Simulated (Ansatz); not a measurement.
C11b MoSi2, relaxed in Ansatz (plane waves) with several semilocal functionals. Each gives its own volume and its own elastic constant C11:

```tsv
level	V0 (Å³/atom)	elastic constant C11 (GPa)	ln V0	ln C11
LDA	13.060	427.7	2.5696	6.0584
PBE	13.579	392.9	2.6085	5.9736
revPBE	13.705	384.7	2.6178	5.9525
BLYP	14.250	341.3	2.6568	5.8328
```

Problem. Fit a straight line to ln C11 against ln V0. What does it predict for PBEsol, whose volume is 13.266 Å³/atom?

Solution. With x = ln V0 and y = ln C11: means 2.61318 and 5.95432; Σ(Δx Δy) = -0.009935, Σ(Δx²) = 0.003845, so the slope is -2.58. At x = 2.5852 the line gives y = 5.95432 + (-2.58) × (2.5852 − 2.61318) = 6.0265, or 414.3 GPa. The run with PBEsol gives 415.8 GPa, +0.4 % from the line. The rows used scatter about it by up to 1.0 %, while the largest value lies 25 % above the smallest.

Measured: 417 GPa (measured, temperature not stated, no zero-point or thermal correction; as tabulated in Friák et al. (2018), doi:10.3390/nano8121057).

Ansatz's density-functional and Hartree–Fock values are scalar-relativistic unless marked +SOC, with PAW data made under PBE.

Ansatz is a first-principles code.
